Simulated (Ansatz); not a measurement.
The parent structure is C in the diamond structure (space group Fd-3m, No. 227).

```cif
data_C8
_chemical_formula_sum 'C8'
_space_group_name_H-M_alt 'Fd-3m :1'
_space_group_IT_number 227
_space_group_name_Hall 'F 4d 2 3 -1d'
_cell_length_a 3.53175
_cell_length_b 3.53175
_cell_length_c 3.53175
_cell_angle_alpha 90.000
_cell_angle_beta 90.000
_cell_angle_gamma 90.000
loop_
_atom_site_label
_atom_site_type_symbol
_atom_site_symmetry_multiplicity
_atom_site_Wyckoff_symbol
_atom_site_fract_x
_atom_site_fract_y
_atom_site_fract_z
_atom_site_occupancy
C1 C 8 b 0.50000 0.50000 0.50000 1
```
(The calculation used a cell of 2 atoms; values per cell refer to that cell.)

The values are results of Kohn–Sham DFT with the LDA functional, run in Ansatz (an electronic-structure program) with PAW and 420 eV plane waves, scalar-relativistic without spin-orbit coupling, not measurements.

For the base:

| Quantity | Value |
|---|---|
| Band gap | 4.17 eV |
| Smallest direct gap | 5.62 eV |
| Hole mass | 0.29, 0.29, 0.55 mₑ (at Γ) |
| Pressure | 0.00 GPa |

Perturbation: an isotropic linear strain of −1.00 %; the atoms relax in the strained cell.

Task: Predict the new band gap, smallest direct gap, hole mass, pressure and energy relative to the base.

Result: The band gap rises by 0.08 eV (4.17 eV → 4.25 eV); the smallest direct gap grows by 0.09 eV to 5.71 eV; the hole mass (degenerate bands, along [100]) changes from 0.29, 0.29, 0.55 mₑ (at Γ) to 0.28, 0.28, 0.56 mₑ (at Γ); the pressure goes from zero to 14.87 GPa; the energy rises by 7.5 meV/atom.

Effective masses come from finite differences of ±0.01 Å⁻¹. No phonon test of stability was made.
